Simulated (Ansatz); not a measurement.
Hypothetical diamond Ti under a change: pressure 7.5 GPa

The parent structure is Ti in the diamond structure (space group Fd-3m, No. 227; a = 5.679 Å; a hypothetical phase, not in the database extracts checked).

Now apply this change: cell and atoms relaxed at a pressure of 7.5 GPa.

Level of theory: Ansatz (a program for electronic structure) PBE, no spin-orbit coupling. k-mesh 14×14×14 (Γ-centred); smearing 0.05 eV (Fermi–Dirac).

| quantity | base | changed | shift |
|---|---|---|---|
| volume per atom | 22.90 Å³ | 19.04 Å³ | -3.855 Å³ |
| density | 3.47 g/cm³ | 4.17 g/cm³ | +0.70 g/cm³ |
| enthalpy H = E + PV relative to the base's energy | – | +0.97 eV/atom | – |
| band gap | zero | zero | – |

Final structure:

```
CELL_PARAMETERS angstrom
      0.00000     2.67031     2.67031
      2.67031     0.00000     2.67031
      2.67031     2.67031     0.00000
ATOMIC_POSITIONS crystal
  Ti 0.25000 0.25000 0.25000
  Ti 0.00000 0.00000 0.00000
```

Load acts through the strain it causes; cell and atoms are relaxed under it. Whether these cells are dynamically stable was not tested. Competing high-pressure phases were not computed. All final runs are without spin polarisation. Ti has a high density of states at the Fermi level and may be magnetic at this level.
